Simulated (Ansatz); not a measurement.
The parent structure is TiAl (space group P4/mmm, No. 123; relaxed with 0.1 eV smearing).

```
TiAl
1.0
    2.76616     0.00000     0.00000
    0.00000     2.76616     0.00000
    0.00000     0.00000     4.00209
Ti Al
1 1
Cartesian
  0.00000   0.00000   0.00000
  1.38308   1.38308   2.00105
```

Computed with LDA (Ansatz, a quantum-chemistry and plane-wave program), no spin-orbit coupling.

Before the change:

| Item | Value |
|---|---|
| Pressure | 0.0 GPa |

Now apply this change: every lattice vector is shortened by 2.00 %, atoms relaxed at fixed cell.

### Question
What does the calculation give for the pressure and energy relative to the base after the change?

### Answer
The pressure (mean of the normal stresses, compression positive) goes from zero to 8.6 GPa; the energy rises by 23 meV/atom.

The cells carry an imposed strain or load. Stability against distortions was not tested. All final runs are without spin polarisation.
